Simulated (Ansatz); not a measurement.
Element substitutions in CdTe

Start from CdTe in the zinc blende structure (space group F-43m, No. 216; a = 6.489 Å).

Each row replaces one element on all its sites; cell and atoms are relaxed.

Levels (all Ansatz, an electronic-structure program, PAW): PBEsol (420 eV, no spin-orbit coupling); r2SCAN (500 eV, scalar-relativistic without spin-orbit coupling).

Band gaps by level, all at the geometries relaxed with PBEsol:

```csv
case,PBEsol,r2SCAN
base,0.65 eV,1.27 eV
Cd → Be,1.84 eV,(withheld)
Cd → Cu,zero,zero
```

### Question
Some entries are withheld; estimate them.

### Answer

- Cd → Be, r2SCAN: 2.31 eV

Single points use the geometry relaxed with PBEsol. With Te present, leaving out spin-orbit coupling can change the band edges. Stability against distortions was not tested. As relaxed here, CuTe is a hypothetical phase, not in the database extracts checked. The final runs are not spin-polarised. An odd electron count without spin: CuTe.
